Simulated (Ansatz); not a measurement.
V₂O₅ (P2₁/m, No. 11, 14 atoms in the cell; start mp-510568): properties by level of theory

```csv
level (code),volume per atom (Å³/atom),formation enthalpy (eV/atom)
LDA (Ansatz),(withheld),-2.552
PBEsol (Ansatz),12.21,-2.313
r²SCAN (Ansatz),11.64,(withheld)
r²SCAN-D4 (Ansatz),(withheld),-2.490
r²SCAN+rVV10 (Ansatz),11.13,-2.490
```

Task: Fill in the missing entries.

Result: 
- LDA (Ansatz, a quantum-chemistry and plane-wave program), volume per atom (Å³/atom): 10.81
- r²SCAN (Ansatz), formation enthalpy (eV/atom): -2.451
- r²SCAN-D4 (Ansatz), volume per atom (Å³/atom): 11.29

Caveats: the relaxation could not lower the start's symmetry, so the cell can be a saddle point above a distorted one (LDA, PBEsol, r²SCAN, r²SCAN-D4, r²SCAN+rVV10). Ansatz's density-functional and Hartree–Fock values are scalar-relativistic unless marked +SOC, with PAW data made under PBE.

A start named mp-… is a Materials Project structure, which need not be a measured phase.
